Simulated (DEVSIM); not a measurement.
Device: Co/AlN/SiO2/n-Si capacitor, at 300 K.

```
layer (left to right)  material  thickness (nm)  Nd (cm⁻³)
---------------------  --------  --------------  ---------
1                           AlN            20.0          -
2                          SiO2            1.40          -
3                            Si            3100     3.5e16
```

Metal gate on the left, work function 5 eV. Fixed charge at the semiconductor interface 0 cm⁻² (in units of +e); no interface traps.

This is a model device: material constants are rounded textbook-type values typed into the input, and sizes, dopings and lifetimes were drawn at random. Values at 300 K.

| parameter | AlN | SiO2 | Si |
|---|---|---|---|
| gap (eV) | 6.1 | 9 | 1.124 |
| affinity (eV) | 1.9 | 0.9 | 4.05 |
| permittivity | 8.5 | 3.9 | 11.7 |
| Nc (cm⁻³) | - | - | 2.86e19 |
| Nv (cm⁻³) | - | - | 3.1e19 |

DEVSIM, 1D Poisson equation in equilibrium, Boltzmann statistics, complete ionisation; no quantum confinement or tunnelling. Metal contacts follow the ideal Schottky-Mott rule: no Fermi-level pinning, no interface dipoles.

Question: Tabulate band edges, carrier densities and field at 2.1 V on the gate.

Answer: Energies count from the Fermi level of the right contact; mesh points crowd at the junctions.

```tsv
x (μm)	Ec (eV)	Ev (eV)	n (cm⁻³)	p (cm⁻³)	field (V/cm)
0.000	1.000	-5.100	< 1e2	< 1e2	500000
0.001636	1.083	-5.017	< 1e2	< 1e2	500000
0.005305	1.268	-4.832	< 1e2	< 1e2	500000
0.01241	1.626	-4.474	< 1e2	< 1e2	500000
0.01828	1.923	-4.177	< 1e2	< 1e2	500000
0.01996	2.008	-4.092	< 1e2	< 1e2	660000
0.02077	3.096	-5.904	< 1e2	< 1e2	1100000
0.02217	0.036	-1.088	7.1e18	< 1e2	230000
0.02506	0.079	-1.045	1.4e18	< 1e2	98000
0.03226	0.121	-1.003	2.7e17	430	36000
0.05024	0.155	-0.969	7.2e16	1600	9700
0.1184	0.173	-0.951	3.6e16	3200	340
0.2653	0.173	-0.951	3.5e16	3300	≈ 0
0.6319	0.173	-0.951	3.5e16	3300	≈ 0
1.940	0.173	-0.951	3.5e16	3300	≈ 0
2.632	0.173	-0.951	3.5e16	3300	≈ 0
2.926	0.173	-0.951	3.5e16	3300	≈ 0
3.044	0.173	-0.951	3.5e16	3300	≈ 0
3.099	0.173	-0.951	3.5e16	3300	≈ 0
3.113	0.173	-0.951	3.5e16	3300	≈ 0
3.119	0.173	-0.951	3.5e16	3300	≈ 0
3.121	0.173	-0.951	3.5e16	3300	≈ 0
```
